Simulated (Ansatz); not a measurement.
Inside the gap of an insulator the Bloch states are evanescent, with a wavenumber k + iκ along the transport direction.

Here is the system:

```xyz
3
Lattice="4.0656 0.0000 0.0000 -2.0328 3.5209 0.0000 0.0000 0.0000 5.1312" Properties=species:S:1:pos:R:3 pbc="T T T"
Se    -0.5029     0.8711     1.7104
Se     1.5299     2.6498     3.4208
Se     1.0058     0.0000     0.0000
```

The cell was relaxed by PBE-D3(BJ); by r2SCAN it stands under a pressure of 1.2 GPa.

Transport runs along the normal of the first two printed cell vectors, the (001) plane of the conventional cell.

The gap is the functional's own. No spin-orbit coupling. Mid-gap values are those at the computed energy nearest the middle.

**Question.** Give the band gap and the smallest decay constant κ at mid-gap that r2SCAN in Ansatz (a program for electronic structure) yields.

**Answer.** Gap 0.72 eV on a 12×12×6 mesh; κ = 0.087 1/Å, at (0.333, 0.333) of the in-plane reciprocal vectors. At the zone centre the slowest state has κ = 0.38 1/Å.
